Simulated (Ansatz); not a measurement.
# TiC: energy against strain

TiC (rock salt, Fm-3m, 9.670 Å³/atom at rest, cube axes along x, y and z) under a strain ε along a cube axis (axis z), the other axes held. LDA in Ansatz, a plane-wave DFT program (PAW, default set), 420 eV, 23×23×23 Γ-centred mesh, Fermi-Dirac smearing 0.10 eV; ions are relaxed within the symmetry of each cell.

Here s stands for strain and y for E less E0.

```csv
strain (%),E less E0 (meV/atom)
-1.50,4.18
-1.00,1.81
-0.50,0.44
0.00,0.00
0.50,0.44
1.00,1.73
1.50,3.81
3.00,?
```

Fit y of the 7 rows that show it with a parabola. Least squares gives y = -0.004 - 0.0907·s + 1.7767·s². Residuals (row less fit): 0.050, -0.053, -0.046, 0.004, 0.045, 0.048, -0.048; standard error 0.059 (degrees of freedom: 4). Twice the quadratic coefficient over the volume, 2 × 1.7767 meV × 10⁴ × 0.1602 / 9.670 Å³, is the elastic constant C11 = 589 ± 9 GPa.

Q: Estimate the missing y (s = 3.00); what did the run itself give?

A: y = -0.004 - 0.0907 × 3.0 + 1.7767 × 3.0² = 15.714 meV/atom. The calculation gives 14.39 meV/atom, 1.324 meV/atom below the prediction (9.2 % of the range of y in the table). The row lies outside the fitted rows, so this is an extrapolation. From the scatter of the fitted rows alone, a prediction at this place has a standard error of 0.227 meV/atom, so the miss is 5.8 times that.

One order more, fitted to all 13 runs of the series, follows each within 0.01, so the miss is the next term of a smooth law. In a metal these values are sensitive to mesh and smearing; energies are taken to zero smearing, stresses follow the free energy. Rows are the converged runs of the series near zero and its far end; series whose fitted rows scatter by over a few per cent of the range, as at a crossing or softening among them, aren't shown in this form. Most that stay on the fit to the last digits aren't either.
